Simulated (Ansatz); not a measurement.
The starting structures come from a database of crystals and need not be the phases stable at ambient conditions.

Inside the gap of an insulator the Bloch states are evanescent, with a wavenumber k + iκ along the transport direction.

Here is the system:

```xyz
8
Lattice="5.0568 0.0000 0.0000 2.5284 5.0507 0.0000 2.5284 1.2657 4.1924" Properties=species:S:1:pos:R:3 pbc="T T T"
Cd     5.0568     3.1582     2.0962
Pd     0.0000     0.0000     0.0000
F      6.8789     4.3767     1.6532
F      3.2347     1.9397     2.5392
F      4.2080     4.8640     3.2671
F      5.9056     1.4524     0.9253
F      4.0835     3.9518     0.2458
F      6.0301     2.3646     3.9466
```

Space group of this cell: R-3. The cell is taken as given; by r2SCAN its mean pressure is -0.6 GPa.

Transport runs along the normal of the first two printed cell vectors, the (101) plane of the conventional cell.

The gap is the functional's own, uncorrected, and κ follows it; spin-orbit coupling is left out. Mid-gap values are interpolated between the computed energies.

Q: Compute, with r2SCAN in Ansatz (a program for electronic structure), the band gap and the smallest decay constant κ at mid-gap.

A: Gap 2.37 eV on a 8×8×8 mesh; κ = 0.500 1/Å, at (0.250, 0.500) of the in-plane reciprocal vectors. At the zone centre, at the nearest computed energy, the slowest state has κ = 0.53 1/Å.
